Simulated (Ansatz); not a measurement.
The reference is Ti3Al (space group P6_3/mmc, No. 194; a = 5.6876 Å, c = 4.6084 Å). Axes: x lies along a and z along c of the hexagonal cell.

Method: PBEsol (Ansatz, an electronic-structure program; PAW; 420 eV plane waves; without spin-orbit coupling).

Before the change:

```
Item                             Value
-----------------------------  -------
Band gap                          zero
Shortest interatomic distance  2.792 Å
Pressure                       0.0 GPa
```

The change: the cell is stretched by 5.11 % along x with no lateral relaxation; the atoms relax in the strained cell.

Problem. Predict the new energy relative to the base, band gap, largest internal atomic displacement, shortest interatomic distance and pressure.

Solution. The energy grows by 23 meV/atom; the band gap remains zero; the largest internal atomic displacement is 0.070 Å; the shortest interatomic distance goes up by 0.039 Å, from 2.792 Å to 2.831 Å; the pressure (mean of the normal stresses, compression positive) goes from zero to -5.3 GPa.

Stability against distortions was not tested. The final runs are not spin-polarised.
